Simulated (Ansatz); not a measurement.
Ti: transverse stress against strain

Ti (hcp, P6_3/mmc, 16.120 Å³/atom at rest, c along z) under a strain ε along a direction in the basal plane (axis x), the other axes held. LDA in Ansatz, a plane-wave DFT program (PAW, default set), 420 eV, 23×23×13 Γ-centred mesh, Fermi-Dirac smearing 0.10 eV; ions are relaxed within the symmetry of each cell. Stress is positive for a compressed cell.

Here s stands for strain and y for stress zz.

```csv
strain (%),stress zz (GPa)
-1.50,1.39
-1.00,0.93
-0.50,0.47
0.00,0.01
0.50,-0.45
1.00,-0.92
1.50,-1.38
3.00,?
```

The 7 complete rows are fitted with a straight line, y against s. Means: s 0, y 0.007. About the means, the sum of products is -6.4650 and the sum of squares of s is 7.0000; the slope is their ratio. Least squares gives y = 0.007 - 0.9236·s. Residuals (row less fit): -0.002, -0.001, 0.001, 0.003, 0.005, -0.003, -0.002; standard error 0.003 (degrees of freedom: 5). The slope gives the elastic constant C13 = 92 ± 0.1 GPa.

Task: Estimate the missing y (s = 3.00); what did the run itself give?

Result: y = 0.007 - 0.9236 × 3.0 = -2.764 GPa. The calculation gives -2.79 GPa, 0.026 GPa below the prediction (0.6 % of the range of y in the table). The row lies outside the fitted rows, so this is an extrapolation. The fitted rows scatter only by rounding.

In a metal these values are sensitive to mesh and smearing; energies are taken to zero smearing, stresses follow the free energy. Rows are the converged runs of the series near zero and its far end; series whose fitted rows scatter by over a few per cent of the range, as at a crossing or softening among them, aren't shown in this form. Most that stay on the fit to the last digits aren't either.
